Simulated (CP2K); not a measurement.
Input and output of a self-consistent single point for TaC (Fm-3m, 2 atoms in the cell) (CP2K).

Level of theory: PBE, GPW, DZVP-MOLOPT-SR-GTH basis, GTH-PBE potentials (GTH_POTENTIALS) (CP2K 2026.2).

```
TaC
1.0
    3.16332     0.00000     0.00000
    1.58166     2.73951     0.00000
    1.58166     0.91317     2.58284
Ta C
1 1
Direct
  0.00000   0.00000   0.00000
  0.50000   0.50000   0.50000
```

Reference input (self-consistent single point, DFT PBE, GPW, DZVP-MOLOPT-SR-GTH basis, GTH-PBE potentials (GTH_POTENTIALS)): CUTOFF = 500 Ry; REL_CUTOFF = 50 Ry; SMEAR/METHOD = GAUSSIAN; SIGMA = 0.05 eV; KPOINTS/SCHEME = MONKHORST-PACK 7 7 7; XC_FUNCTIONAL = PBE; Ta/BASIS_SET = DZVP-MOLOPT-SR-GTH; Ta/POTENTIAL = GTH-PBE-q13; C/BASIS_SET = DZVP-MOLOPT-SR-GTH; C/POTENTIAL = GTH-PBE-q4; METHOD = GPW; EPS_DEFAULT = 1e-10. This run's input differs from it in these lines:

```diff
@@ -36,3 +36,3 @@
         METHOD GAUSSIAN
-        SIGMA [eV] 0.05
+        SIGMA [eV] 0.3
       &END SMEAR
```

The program printed (abridged):

```
 SCF WAVEFUNCTION OPTIMIZATION

  Step     Update method      Time    Convergence         Total energy    Change
     1 NoMix/Diag. 0.20E+00      -     1.32884341       -64.4497780363 -6.44E+01
     2 Broy./Diag. 0.20E+00      -     0.07785405       -64.3485946261  1.01E-01
     3 Broy./Diag. 0.20E+00      -     0.11450045       -64.2505082129  9.81E-02
     4 Broy./Diag. 0.20E+00      -     0.01928640       -64.0885463142  1.62E-01
     5 Broy./Diag. 0.20E+00      -     0.00769232       -63.9856640630  1.03E-01
     6 Broy./Diag. 0.20E+00      -     0.00135412       -63.9660326379  1.96E-02
   [... 2 lines left out ...]
     9 Broy./Diag. 0.20E+00      -     0.00004452       -63.9786645487  6.29E-05
    10 Broy./Diag. 0.20E+00      -     0.00000130       -63.9786401938  2.44E-05
    11 Broy./Diag. 0.20E+00      -     0.00000276       -63.9786384123  1.78E-06
    12 Broy./Diag. 0.20E+00      -     0.00000005       -63.9786422501 -3.84E-06
  *** SCF run converged in    12 steps ***

  Overlap energy of the core charge distribution:               0.00000000438679
  Self energy of the core charge distribution:               -100.01504394455685
  Core Hamiltonian energy:                                     22.67449937112700
  Hartree energy:                                              22.00624007953166
  Exchange-correlation energy:                                 -8.64354090413245
  Smearing free energy correction:                             -0.00079685638983
  Fermi energy:                                                 0.54143861299360

  Total energy:                                               -63.97864225009169
  Total energy (extrapolated to sigma->0):                    -63.97824382189678

   [... lines left out ...]

 STRESS| Analytical stress tensor [bar]
 STRESS|                        x                   y                   z
 STRESS|      x       -4.02604124362E+04  -3.14856366624E-02  -2.22624539430E-02
 STRESS|      y       -3.14856366624E-02  -4.02589925182E+04   3.31286434181E-01
 STRESS|      z       -2.22624539430E-02   3.31286434181E-01  -4.02596955492E+04
 STRESS| 1/3 Trace                                            -4.02597001678E+04
```

The run converged in 12 iterations. Against the reference run the free energy drops by 5.8 meV/atom and the pressure moves little (-4.07 to -4.03 GPa).

The starting cell comes from a database of computed structures (which also holds hypothetical and non-ambient phases and stackings), without a prior relaxation at this level. Its lattice was rescaled by a random factor within 2.5 % of one. Spin polarisation is off. Values carry the incompleteness of an atom-centred basis. With a pressure of about -4 GPa the cell is away from its equilibrium volume at this level.

Cost on one core of a shared machine: roughly 2 min.
